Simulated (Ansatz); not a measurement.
Given:

```
Pt
1.0
    2.67475     0.00000     0.00000
    0.00000     2.67475     0.00000
    1.33738    -1.33738     2.08545
Pt
1
Direct
  0.00000   0.00000   0.00000
```

No spin polarisation.

Level of theory: DFT with r2SCAN, PAW potentials and a 500 eV plane-wave cutoff in Ansatz (a first-principles code), no spin-orbit coupling, earlier PAW set. Γ-centred 29×29×29 mesh, Fermi–Dirac width 0.1 eV.

### Question
Estimate the pressure (mean of the normal stresses, compression positive).

### Answer
8.8 GPa.

### Question
What space group does the calculation give?

### Answer
I4/mmm (No. 139).

### Question
Predict the band gap.

### Answer
Zero.

The cells carry an imposed strain or load. Stability against distortions was not tested. The final runs are not spin-polarised. The cell was made from Pt in the fcc (Cu type) structure (space group Fm-3m, No. 225) by this change: biaxial strain −4.03 %, plane normal [001], relaxed out of plane.
